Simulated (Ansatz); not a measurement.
LiNbO3, pressure series

The parent structure is LiNbO$_{3}$ (space group R3c, No. 161; a = 5.190 Å, c = 14.016 Å (hexagonal axes)).

Cell and atoms are relaxed at each pressure.

Levels (all Ansatz, a first-principles code, PAW, earlier PAW set): PBE (420 eV, no spin-orbit coupling); r2SCAN (500 eV, spin-orbit coupling left out).

The base cell above is that of PBE; each level relaxes its own structures.

| case | lattice parameter a, PBE | lattice parameter a, r2SCAN |
|---|---|---|
| pressure −2 GPa | 5.229 Å | 5.171 Å |
| pressure −1 GPa | 5.209 Å | 5.154 Å |
| pressure 0.9 GPa | 5.174 Å | 5.122 Å |
| pressure 2.1 GPa | 5.154 Å | ___ |
| pressure 4.5 GPa | 5.118 Å | 5.072 Å |
| pressure 9 GPa | 5.058 Å | 5.017 Å |
| pressure 15 GPa | 4.991 Å | ___ |
| pressure 22.5 GPa | 4.920 Å | ___ |
| pressure 30 GPa | 4.862 Å | ___ |

Some entries are withheld; estimate them.


- pressure 2.1 GPa, lattice parameter a, r2SCAN: 5.104 Å
- pressure 15 GPa, lattice parameter a, r2SCAN: 4.955 Å
- pressure 22.5 GPa, lattice parameter a, r2SCAN: 4.890 Å
- pressure 30 GPa, lattice parameter a, r2SCAN: 4.836 Å

PBE lies above r2SCAN in every row, by 0.026 Å to 0.058 Å. They put the cases in the same order.

Load acts through the strain it causes; cell and atoms are relaxed under it. Stability against distortions was not tested. No other phases were tried under pressure.
